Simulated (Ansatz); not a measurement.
Band structure of YCo2B2C (I4/mmm, 6 atoms in the cell).

```
CELL_PARAMETERS angstrom
     -1.76886     1.76886     5.18613
      1.76886    -1.76886     5.18613
      1.76886     1.76886    -5.18613
ATOMIC_POSITIONS crystal
  Y  0.50000 0.50000 0.00000
  Co 0.75000 0.25000 0.50000
  Co 0.25000 0.75000 0.50000
  B  0.14547 0.14547 0.00000
  B  0.85453 0.85453 0.00000
  C  0.00000 0.00000 0.00000
```
Moments meant for the start (each program seeds them in its own way; μB, in the order of the atoms Y Co Co B B C): 0.0 3.0 3.0 0.0 0.0 0.0.

Level of theory: PBEsol, PAW files made with PBE (plane waves; Ansatz, a program for electronic structure).

Settings: basis.ecutwfc = 420 eV; kpoints.mp_grid.grid = 7 7 7; hamiltonian.xc = pbesol; hamiltonian.pseudopotentials = {kind: paw} (the program's default PAW files); magnetization.spin_polarized = true; scf.occupations.method = fermi_dirac; scf.occupations.width = 0.1 eV; kpoints.band_path.npoints = 8.

The starting cell comes from a database of computed structures (which also holds hypothetical and non-ambient phases and stackings), without a prior relaxation at this level. The starting moments vanished: the run ended non-magnetic, which need not be the lowest state. The program warned that a starting moment was not kept.

Levels in eV from the Fermi level, bands 25 to 32 of the first spin channel:
```tsv
point	25	26	27	28	29	30	31	32
Γ	-0.37	-0.06	0.15	0.22	0.22	0.86	1.23	4.32
X	-0.92	-0.67	-0.17	-0.16	0.13	1.33	2.80	4.13
Y	-0.81	-0.69	-0.18	-0.05	0.13	1.43	2.80	3.54
S	-0.99	-0.88	-0.84	-0.64	1.87	2.06	3.74	4.50
Z	-0.15	-0.15	0.14	0.86	1.23	2.96	2.96	3.49
S1	-0.99	-0.88	-0.84	-0.64	1.87	2.06	3.74	4.50
N	-1.08	-0.99	-0.89	-0.62	1.96	2.31	3.69	3.95
P	-0.87	-0.87	-0.17	-0.16	0.89	0.89	3.20	3.20
Y1	-0.81	-0.69	-0.18	-0.05	0.13	1.43	2.80	3.54
```

Bands cross the Fermi level along this path, so the cell is metallic at this level.

The net moment of the cell came out as 0.00 μB.

Keys are those of Ansatz 0.2.
